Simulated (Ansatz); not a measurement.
Functionals compared on O on the 1x1 (100) surface of monoclinic ZrO2 (cut with top plane 2 O), one in a 1x1 cell, started at the site 'over Zr at depth 1.1 Å', in Ansatz (plane waves, PAW). The structure was relaxed with PBE; the other rows are single points on it, each with its references at the same level. Cutoff 420 eV (500 eV for r2SCAN). The points keep PBE's geometry, so the relaxation of a polaron and the settling of charge on one site are left out. HSE06 used the coarser mesh 3x3x1.

Host crystal: monoclinic ZrO2, with a band gap (PBE, scalar-relativistic without spin-orbit coupling).

Slab: 25 atoms, 9.4 Å thick at the start under the adsorbate (thin: gaps and levels are the slab's own); k 4x4x1, smearing 0.01 eV, dipole-corrected; 12 atoms held, the rest relaxed; no symmetry held; spin-polarised, ending with about 2.0 μB a cell; orders that need a larger cell were not tried, no spin-orbit, no U, no dispersion correction. It is one chosen start, not shown to be the lowest state of the adsorbate. These notes are the PBE run's. RPBE: The program's check for a lower electronic state was not made. r2SCAN: The program's check for a lower electronic state was not made. HSE06: The program's check for a lower electronic state was not made. Adsorption energies are against ½ O2(g). A negative adsorption energy means that the adsorbate is more stable on the surface than in its reference.

A dash marks a value that is undefined for that row or was read on another mesh.

```tsv
functional	adsorption energy (eV)	gap of the slab on its k-mesh (eV)	highest filled level below the top vacuum level (eV)	magnetic moment of the cell (μB)
PBE	1.95	0.91	8.26	2.00
RPBE	[?]	[?]	[?]	2.00
r2SCAN	1.84	1.34	8.39	2.00
HSE06	2.12	–	–	2.00
```

Problem. What belongs in the gaps?

Solution. 
- RPBE, adsorption energy (eV): 2.00
- RPBE, gap of the slab on its k-mesh (eV): 0.95
- RPBE, highest filled level below the top vacuum level (eV): 8.12

Ansatz is an electronic-structure program.
